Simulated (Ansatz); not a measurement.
System: L1₂ (Cu3Au-type) Ni3Al. Method: revPBE in Ansatz (plane waves, PAW).

The input as run:

Ansatz 0.2 input:
```yaml
crystal:
  lattice:
    - [3.5655092712, 0.0, 0.0]
    - [0.0, 3.5655092712, 0.0]
    - [0.0, 0.0, 3.5655092712]
  atoms:
    - { symbol: Al, position: [0.0, 0.0, 0.0], spin: 0.0 }
    - { symbol: Ni, position: [0.0, 0.5, 0.5], spin: 0.5 }
    - { symbol: Ni, position: [0.5, 0.0, 0.5], spin: 0.5 }
    - { symbol: Ni, position: [0.5, 0.5, 0.0], spin: 0.5 }
basis:
  ecutwfc: 520
  ecutrho_ratio: 4
  xc_grid: 2
kpoints:
  mp_grid: { grid: [16, 16, 16] }
hamiltonian:
  xc: revpbe
  dispersion: none
  pseudopotentials: { kind: paw }
scf:
  occupations: { method: fermi_dirac, width: 0.05 }
  convergence: { dr2_threshold: 0.0000000004 }
output:
  forces: true
  stress: true
  eigenvalues: true
magnetization:
  spin_polarized: true
```

The run printed, among other lines:

```
Crystal: 4 atoms, lattice volume = 45.328 Å³
Basis set: ecut = 520 eV, 1213 PW (Γ), exchange–correlation on 54×54×54 points (8 copies of the dense FFT grid, shifted against one another)
Bands: 36, of which v1, the nominal top of the filled ones, is band 29 counted from 1 (28 counted from 0)
Symmetry: 48 space group operations
Space group: Pm-3m (ITA 221), of the structure as read, at distance tolerance 3.6e-5 Å
k-points: 165 of 4096
Initial density: superposition of atomic densities (chi_scale 0.1, normalization cell)
Functional: x = revpbe(κ = 1.245, μ = 0.2195149727645171), c = pbe(β = 0.06672455060314922)
spin=Collinear: Kerker preconditioning applied to the charge; magnetization (m = ρ↑ − ρ↓) channel mixes plain (no charge-response kernel on spin).
SCF 1 converged in 16 iterations: F = -18071.201091 eV  dr2 = 1.57e-11
SCF converged after 16 iterations
Magnetization: 0.7341 μB (28.8670 up, 28.1330 down)
Free energy (F): -18071.201091 eV
Internal energy: -18071.173953 eV  (E = F + TS)
E sigma→0 (E₀):  -18071.187522 eV
Fermi energy:    15.858176 eV
--- Forces (eV/Å), atoms counted from 1 ---
  atom   1  Al    -0.00000000     0.00000000    -0.00000000
  atom   2  Ni     0.00000000    -0.00000000     0.00000000
  atom   3  Ni     0.00000000    -0.00000000     0.00000000
  atom   4  Ni     0.00000000     0.00000000     0.00000000
--- Stress (GPa, compression-positive) ---
        3.622953      -0.000000       0.000000
        0.000000       3.622953       0.000000
        0.000000       0.000000       3.622953
  P = ⅓ Tr σ = 3.6230 GPa (36.230 kbar)
```

The cell is one volume of an energy–volume scan, off the minimum.

The PAW data were made under PBE.

Note: moments this small hang on the smearing and the k mesh.

Ansatz is a first-principles code.
